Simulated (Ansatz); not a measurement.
CaO (model structure, started from the CsCl type, Pm-3m, No. 221, 2 atoms in the cell; like a known high-pressure phase) was calculated with r²SCAN+rVV10 (PAW; Ansatz, a quantum-chemistry and plane-wave program).

Numerical settings: plane-wave cutoff 560 eV, 12×12×12 k mesh, Fermi–Dirac smearing 0.01 eV, scalar-relativistic PAW data made under PBE.

Cell (relaxed at this level):

```
CaO
1.0
    2.89227     0.00000     0.00000
    0.00000     2.89227     0.00000
    0.00000     0.00000     2.89227
Ca O
1 1
Direct
  0.00000   0.00000   0.00000
  0.50000   0.50000   0.50000
```

### Question
What does this level give for the band gap and smallest direct gap on the k points sampled?

### Answer

* **band gap**: 3.25 eV (indirect)
* **smallest direct gap on the k points sampled**: 3.56 eV

Static lattice: no zero-point or thermal effects.

A model structure was made by putting elements into a prototype or built by hand; it is no filed structure, need not be a known phase, and can be a saddle point held by its symmetry.
